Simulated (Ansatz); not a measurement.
How far PBE and r2SCAN part for CaO, pressure 9 GPa

Consider CaO in the rock salt structure (space group Fm-3m, No. 225; a = 4.831 Å).

(Cell as relaxed with PBE.)

Levels (all Ansatz, an electronic-structure program, PAW): PBE (420 eV, no spin-orbit coupling); r2SCAN (500 eV, no spin-orbit coupling).

Each level relaxes its own structure.

```
base                        PBE      r2SCAN
-------------------  ----------  ----------
volume per atom        14.09 Å³    13.78 Å³
lattice parameter a  9.129 bohr  9.061 bohr
band gap                3.66 eV     4.20 eV
```

Perturbation: a hydrostatic pressure of 9 GPa.

```tsv
quantity	PBE	r2SCAN
smallest direct gap	3.99 eV	___
lattice parameter a	8.910 bohr	___
band gap	3.63 eV	___
```

**Question.** Predict the r2SCAN column.

**Answer.** 
- smallest direct gap, r2SCAN: 4.53 eV
- lattice parameter a, r2SCAN: 8.862 bohr
- band gap, r2SCAN: 4.17 eV

PBE's smallest direct gap lies 0.54 eV below r2SCAN's; PBE's lattice parameter a lies 0.048 bohr above r2SCAN's (0.5 %); PBE's band gap lies 0.54 eV below r2SCAN's. Neither level is exact; r2SCAN is the comparison here, not a measurement.

Load acts through the strain it causes; cell and atoms are relaxed under it. Stability against distortions was not tested. No other phases were tried under pressure.
